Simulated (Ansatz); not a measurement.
The structure below was relaxed with r2SCAN (Ansatz, a first-principles code, PAW, spin-orbit coupling left out).

```xyz
1
Lattice="-1.8815 1.8815 1.8815 1.8815 -1.8815 1.8815 1.8815 1.8815 -1.8815" Properties=species:S:1:pos:R:3 pbc="T T T"
In     0.0000     0.0000     0.0000
```

### Question
Find the space group and the Wyckoff positions.

### Answer
Space group Im-3m (No. 229); a = b = c = 3.7631 Å, α = β = γ = 90.00°

```
atom  site  symmetry       x       y       z
----  ----  --------  ------  ------  ------
In      2a      m-3m  0.0000  0.0000  0.0000
```

Stability against distortions was not tested. The cell was made from Ta by this change: Ta → In; the result is a model cell, its experimental status unchecked. This is not the structure that In has at room temperature and ambient pressure.
